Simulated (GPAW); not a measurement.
# A self-consistent single point of MgMo₃S₄ (P-1, 16 atoms in the cell) with GPAW

Method of the run: LDA (Perdew-Wang 92), GPAW PAW datasets LDA (gpaw-data 1.0.1) (plane waves; GPAW).

The input file:

```python
from ase import Atoms
from ase.units import GPa
from gpaw import GPAW

atoms = Atoms(['Mg', 'Mg', 'Mo', 'Mo', 'Mo', 'Mo', 'Mo', 'Mo', 'S', 'S', 'S', 'S', 'S', 'S', 'S', 'S'],
              cell=[[6.677151, 0.000000, 0.000000],
                    [-0.865253, 6.620912, 0.000000],
                    [-0.627358, -1.078955, 6.575136]],
              scaled_positions=[[0.070450, 0.822490, 0.099480],
                                [0.929550, 0.177510, 0.900520],
                                [0.596980, 0.771180, 0.464860],
                                [0.403020, 0.228820, 0.535140],
                                [0.232920, 0.537820, 0.408820],
                                [0.767080, 0.462180, 0.591180],
                                [0.460950, 0.601670, 0.768930],
                                [0.539050, 0.398330, 0.231070],
                                [0.293580, 0.868010, 0.627470],
                                [0.706420, 0.131990, 0.372530],
                                [0.394760, 0.703920, 0.139680],
                                [0.605240, 0.296080, 0.860320],
                                [0.801760, 0.805810, 0.808770],
                                [0.198240, 0.194190, 0.191230],
                                [0.867830, 0.613980, 0.294120],
                                [0.132170, 0.386020, 0.705880]],
              pbc=True)

calc = GPAW(mode={'name': 'pw', 'ecut': 850},
            xc='LDA',
            kpts={'size': (2, 2, 2), 'gamma': True},
            occupations={'name': 'fermi-dirac', 'width': 0.0},
            nbands=-6,
            convergence={'forces': 0.001, 'bands': -4},
            symmetry={'symmorphic': False, 'tolerance': 0.0005},
            maxiter=120,
            txt='-')

atoms.calc = calc

energy = atoms.get_potential_energy()
print('Energy (eV):', round(energy, 6))
forces = atoms.get_forces()
print('Forces (eV/Ang):')
print(forces.round(5))
stress = atoms.get_stress()
print('Stress (GPa, Voigt):', (stress / GPa).round(4))
```

Output (repeated stretches shortened):

```
Input parameters:
  convergence: {bands: -4,
                forces: 0.001}
  kpts: {gamma: True,
         size: (2, 2, 2)}
  maxiter: 120
  mode: {ecut: 850,
         name: pw}
  nbands: -6
  occupations: {name: fermi-dirac,
                width: 0.0}
  symmetry: {symmorphic: False,
             tolerance: 0.0005}

species:
  Mg:
    name: Magnesium
    Z: 12.0
    valence: 10
    core: 2
    charge: 0.0
    file: Mg.LDA.gz

    # Using partial waves for Mg as LCAO basis

  Mo:
    name: Molybdenum
    Z: 42.0
    valence: 14
    core: 28
    charge: 0.0
    file: Mo.LDA.gz

    # Using partial waves for Mo as LCAO basis

  S:
    name: Sulfur
    Z: 16.0
    valence: 6
    core: 10
    charge: 0.0
    file: S.LDA.gz

    # Using partial waves for S as LCAO basis

Reference energy: -757570.009806  # eV

Spin-paired calculation

Convergence criteria:
 Maximum [total energy] change in last 3 cyles: 0.0005 eV / valence electron
 Maximum integral of absolute [dens]ity change: 0.0001 electrons / valence electron
 Maximum integral of absolute [eigenst]ate change: 4e-08 eV^2 / valence electron
 Maximum change in the atomic [forces] across last 2 cycles: 0.001 eV/Ang OR
Maximum error relative to the maximum force is below inf
 Maximum number of scf [iter]ations: 120

Symmetries present (total): 2
Symmetries with fractional translations: 0
8 k-points: 2 x 2 x 2 Monkhorst-Pack grid + [1/4,1/4,1/4]
8 k-points in the irreducible part of the Brillouin zone
       k-points in crystal coordinates                weights
   0:     0.00000000    0.00000000    0.00000000          1/8
   1:     0.00000000    0.00000000    0.50000000          1/8
   2:     0.00000000    0.50000000    0.00000000          1/8
   3:     0.00000000    0.50000000    0.50000000          1/8
   4:     0.50000000    0.00000000    0.00000000          1/8
   5:     0.50000000    0.00000000    0.50000000          1/8
   6:     0.50000000    0.50000000    0.00000000          1/8
   7:     0.50000000    0.50000000    0.50000000          1/8

Wave functions: Plane wave expansion
  Cutoff energy: 850.000 eV
  Number of coefficients (min, max): 16324, 16404
  Pulay-stress correction: 0.000000 eV/Ang^3 (de/decut=0.000000)

Occupation numbers: # Zero width

Eigensolver

Densities:
  Coarse grid: 45*45*45 grid
  Fine grid: 90*90*90 grid
  Total Charge: 0.000000

Density mixing:
  Method: separate
  Backend: pulay
  Linear mixing parameter: 0.05
  old densities: 5
  Damping of long wavelength oscillations: 50

Hamiltonian:
  XC and Coulomb potentials evaluated on a 90*90*90 grid
  External potential:
    NoExternalPotential

Number of atoms: 16
Number of atomic orbitals: 126
Number of bands in calculation: 82
Number of valence electrons: 152
Bands to converge: 78

Density initialized from atomic densities
  82 bands from LCAO basis set

Atomic positions and initial magnetic moments

Positions:
   0 Mg    -0.303666    5.338299    0.654095    ( 0.0000,  0.0000,  0.0000)
   1 Mg     5.488206    0.203658    5.921041    ( 0.0000,  0.0000,  0.0000)
   2 Mo     3.027226    4.604352    3.056518    ( 0.0000,  0.0000,  0.0000)
   3 Mo     2.157314    0.937605    3.518618    ( 0.0000,  0.0000,  0.0000)
   4 Mo     0.833415    3.119761    2.688047    ( 0.0000,  0.0000,  0.0000)
   5 Mo     4.351125    2.422196    3.887089    ( 0.0000,  0.0000,  0.0000)
   6 Mo     2.074842    3.153963    5.055819    ( 0.0000,  0.0000,  0.0000)
   7 Mo     3.109698    2.387994    1.519317    ( 0.0000,  0.0000,  0.0000)
   8 S      0.815581    5.070006    4.125701    ( 0.0000,  0.0000,  0.0000)
   9 S      4.368959    0.471951    2.449435    ( 0.0000,  0.0000,  0.0000)
  10 S      1.939174    4.509884    0.918415    ( 0.0000,  0.0000,  0.0000)
  11 S      3.245366    1.032073    5.656721    ( 0.0000,  0.0000,  0.0000)
  12 S      4.148855    4.462571    5.317773    ( 0.0000,  0.0000,  0.0000)
  13 S      1.035685    1.079386    1.257363    ( 0.0000,  0.0000,  0.0000)
  14 S      5.078865    3.747765    1.933879    ( 0.0000,  0.0000,  0.0000)
  15 S      0.105675    1.794192    4.641257    ( 0.0000,  0.0000,  0.0000)

Unit cell:
           periodic     x           y           z      points  spacing
  1. axis:    yes    6.677151    0.000000    0.000000    45     0.1462
  2. axis:    yes   -0.865253    6.620912    0.000000    45     0.1452
  3. axis:    yes   -0.627358   -1.078955    6.575136    45     0.1461

  Lengths:   6.677151   6.677210   6.692543
  Angles:   98.494305  95.378795  97.445497

Effective grid spacing dv^(1/3) = 0.1472

     iter     time        total  log10-change:
                         energy   eigst   dens  force
iter:   1 --:--:--  -137.227155   +0.56
iter:   2 --:--:--  -136.725148   -0.27  -1.17
iter:   3 --:--:--  -131.301404   -0.32  -1.20
iter:   4 --:--:--  -131.118874   -0.72  -1.48
iter:   5 --:--:--  -131.958371   -1.13  -1.63
iter:   6 --:--:--  -131.032815   -1.35  -1.55
iter:   7 --:--:--  -131.070577   -1.36  -2.07
iter:   8 --:--:--  -131.142574   -1.25  -2.10
iter:   9 --:--:--  -130.955173   -2.32  -2.12
iter:  10 --:--:--  -130.937838   -2.74  -2.49
iter:  11 --:--:--  -130.948395c  -2.85  -2.69
iter:  12 --:--:--  -130.928667c  -2.47  -2.56
iter:  13 --:--:--  -130.929018c  -3.28  -3.03
iter:  14 --:--:--  -130.929336c  -3.57  -3.10
iter:  15 --:--:--  -130.928464c  -3.42  -3.08
iter:  16 --:--:--  -130.928483c  -4.25  -3.33
iter:  17 --:--:--  -130.928486c  -4.36  -3.40
iter:  18 --:--:--  -130.928292c  -4.20  -3.44
iter:  19 --:--:--  -130.928240c  -4.72  -3.56
iter:  20 --:--:--  -130.928248c  -4.65  -3.64
iter:  21 --:--:--  -130.928203c  -5.06  -3.68
iter:  22 --:--:--  -130.928217c  -5.16  -3.82
iter:  23 --:--:--  -130.928240c  -5.01  -3.84
iter:  24 --:--:--  -130.928205c  -5.08  -3.93
iter:  25 --:--:--  -130.928207c  -5.45  -4.41c
iter:  26 --:--:--  -130.928205c  -5.71  -4.49c
iter:  27 --:--:--  -130.928205c  -5.68  -4.55c
iter:  28 --:--:--  -130.928206c  -5.78  -4.58c
iter:  29 --:--:--  -130.928204c  -6.07  -4.56c
iter:  30 --:--:--  -130.928204c  -6.00  -4.72c
iter:  31 --:--:--  -130.928203c  -6.31  -4.88c
iter:  32 --:--:--  -130.928203c  -6.26  -5.04c
iter:  33 --:--:--  -130.928203c  -6.49  -5.31c
iter:  34 --:--:--  -130.928203c  -6.67  -5.31c
iter:  35 --:--:--  -130.928203c  -6.64  -5.41c
iter:  36 --:--:--  -130.928203c  -6.87  -5.51c
iter:  37 --:--:--  -130.928203c  -6.94  -5.57c
iter:  38 --:--:--  -130.928203c  -7.07  -5.67c
iter:  39 --:--:--  -130.928203c  -7.20  -5.79c
iter:  40 --:--:--  -130.928203c  -7.38  -5.93c
iter:  41 --:--:--  -130.928203c  -7.40c -6.05c
iter:  42 --:--:--  -130.928203c  -7.61c -6.12c -3.83c

Converged after 42 iterations.

Dipole moment: (-0.000000, 0.000000, -0.000000) |e|*Ang

Energy contributions relative to reference atoms: (reference = -757570.009806)

Kinetic:        -37.777576
Potential:      +11.081736
External:        +0.000000
XC:            -102.995334
Entropy (-ST):   +0.000000
Local:           -1.237028
SIC:             +0.000000
--------------------------
Free energy:   -130.928203
Extrapolated:  -130.928203

Showing only first 2 kpts
 Kpt  Band  Eigenvalues  Occupancy
  0    74      7.36489    2.00000
  0    75      7.57463    2.00000
  0    76      8.89168    0.00000
  0    77      9.13405    0.00000

  1    74      7.45390    2.00000
  1    75      7.59530    2.00000
  1    76      9.04880    0.00000
  1    77      9.12466    0.00000

Fermi level: 8.23634

Gap: 1.235 eV
Transition (v -> c):
  (s=0, k=2, n=75, [0.00, 0.50, 0.00]) -> (s=0, k=6, n=76, [0.50, 0.50, 0.00])
Direct/indirect transitions are different
Direct gap: 1.317 eV
Transition at: (s=0, k=0, n=75, [0.00, 0.00, 0.00])
Energy (eV): -130.928203

Forces in eV/Ang:
  0 Mg   -0.00463   -0.04437    0.01068
  1 Mg    0.00463    0.04437   -0.01068
  2 Mo   -0.09725   -0.38659   -0.09682
  3 Mo    0.09725    0.38659    0.09682
  4 Mo    0.34133   -0.05502    0.17448
  5 Mo   -0.34133    0.05502   -0.17448
  6 Mo    0.01338   -0.19162   -0.34412
  7 Mo   -0.01338    0.19162    0.34412
  8 S     0.31596   -0.21045   -0.18422
  9 S    -0.31596    0.21045    0.18422
 10 S     0.13734   -0.30308    0.21883
 11 S    -0.13734    0.30308   -0.21883
 12 S    -0.27478   -0.28271   -0.33705
 13 S     0.27478    0.28271    0.33705
 14 S    -0.26450   -0.17569    0.24051
 15 S     0.26450    0.17569   -0.24051

Stress tensor:
     0.040951     0.000240     0.000901
     0.000240     0.041519     0.000682
     0.000901     0.000682     0.042067
Stress (GPa, Voigt): [6.5611 6.6521 6.74   0.1093 0.1443 0.0385]
```

The run converged in 42 iterations. GPAW prints stress with tension positive.

The starting cell comes from a database of computed structures (which also holds hypothetical and non-ambient phases and stackings), without a prior relaxation at this level. Its lattice was rescaled by a random factor within 2.5 % of one. With a pressure of about -7 GPa the cell is away from its equilibrium volume at this level.

Cost on one core of a shared machine: roughly 20 min.
